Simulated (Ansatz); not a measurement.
## How the equilibrium lattice constant a of As (model structure, from the lonsdaleite type, P6₃/mmc, No. 194) moves with the method

No measured value is used here.

```tsv
level (code)	value (Å)
LDA (Ansatz)	[?]
PBE (Ansatz)	4.615
PBEsol (Ansatz)	4.548
PBE-D3(BJ) (Ansatz)	4.552
r²SCAN (Ansatz)	[?]
r²SCAN+rVV10 (Ansatz)	4.564
```

Some entries are withheld; supply them.


- LDA (Ansatz, a program for electronic structure), value (Å): 4.514
- r²SCAN (Ansatz), value (Å): 4.584

Cutoffs differ between the levels. Ansatz's density-functional and Hartree–Fock values are scalar-relativistic unless marked +SOC, with PAW data made under PBE.

A model structure was made by putting elements into a prototype or built by hand; it is no filed structure, need not be a known phase, and can be a saddle point held by its symmetry.
